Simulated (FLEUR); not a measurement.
Equation of state of rock-salt SnTe (space group 225): energy against volume (FLEUR, PBE)

```yaml
crystal:
  lattice:
    - [0.00000, 3.10381, 3.10381]
    - [3.10381, 0.00000, 3.10381]
    - [3.10381, 3.10381, 0.00000]
  atoms:
    - { symbol: Sn, position: [0.00000, 0.00000, 0.00000] }
    - { symbol: Te, position: [0.50000, 0.50000, 0.50000] }
```

Level of theory: PBE, all-electron FLAPW (FLEUR), scalar-relativistic valence in FLEUR. Settings: Kmax = 4.33 1/bohr; GmaxXC = 13 1/bohr; xcFunctional = pbe; jspins = 1; l_soc = F; mode = hist; fermiSmearingEnergy = 0.00036749 Htr; mesh (inpgen div1-3) = 9 9 9; inpgen gamma flag = false; Gmax = 13 1/bohr; numbands = 0; maxIterBroyd = 25; imix = Anderson; alpha = 0.05; precondParam = 0; minDistance = 1e-05 me/bohr^3. The cell above is the first row's. The rows scale it uniformly. In all rows fractional positions and the k mesh are held. E is the free energy at the stated smearing, counted from the lowest row.

```
V (Å^3/atom)  E (meV/atom)
------------  ------------
29.901               42.06
30.551               24.94
31.201               12.64
31.851                4.68
32.501                0.59
33.151                0.00
33.801                2.53
34.451                7.88
35.101                   ?
```

The 8 complete rows are fitted with the third-order Birch-Murnaghan form, a cubic in V^(-2/3), E against V. With u = V^(-2/3) - 0.0990, the rows have u = 0.0048029, 0.0033253, 0.0018992, 0.0005217, -0.0008096, -0.0020974, -0.0033437, -0.0045507. Least squares gives E = 2.655 + 3353.4·u + 999349·u² + 2228769·u³. Residuals (row less fit): -0.001, 0.002, -0.004, 0.003, -0.004, 0.003, -0.002, 0.000; standard error 0.004 (degrees of freedom: 4). Its minimum lies at u = -0.0016873, so V0 = (0.0973127)^(-3/2) = 32.94. There d²E/du² = 1976000 and d³E/du³ = 1.337e7, so B0 = (4/9) × 32.94^(-7/3) × 1976000 × 0.160218 = 40.5 GPa (the last factor turns the table's units into GPa), and B0' = 4 + (2/3) × 0.0973127 × (1.337e7)/1976000 = 4.4.

### Question
What does the fit predict for E at V = 35.101, and how far is the calculated value from it?

### Answer
u = -0.0057203, so E = 2.655 + 3353.4 × (-0.0057203) + 999349 × (-0.0057203)² + 2228769 × (-0.0057203)³ = 15.756 meV/atom. The calculation gives 15.77 meV/atom, 0.014 meV/atom above the prediction (under 0.05 % of the range of E in the table). The row lies outside the fitted rows, so this is an extrapolation. From the scatter of the fitted rows alone, a prediction at this place has a standard error of 0.009 meV/atom, so the miss is 1.6 times that.

Carrying the step between the two nearest rows on in a straight line would have given 13.23, off by 2.54; series whose last step already gives the withheld value aren't shown. The scan was laid around a cell of about the measured size, scaled by a guess for this functional. This is the room-temperature phase, which distorts on cooling and is held here by symmetry. The runs keep the symmetry of the cell, so they don't test it for distortions. Values depend on the basis (sphere radii, cutoffs, local orbitals), which need not be converged. Spin-orbit coupling is off. Cutoffs and mesh are single choices, not tested for convergence of this quantity. Series with a scatter that would blur these digits, or in which a gap closes, are not shown. Nor are scans whose minimum lies at an end fitted in this form.
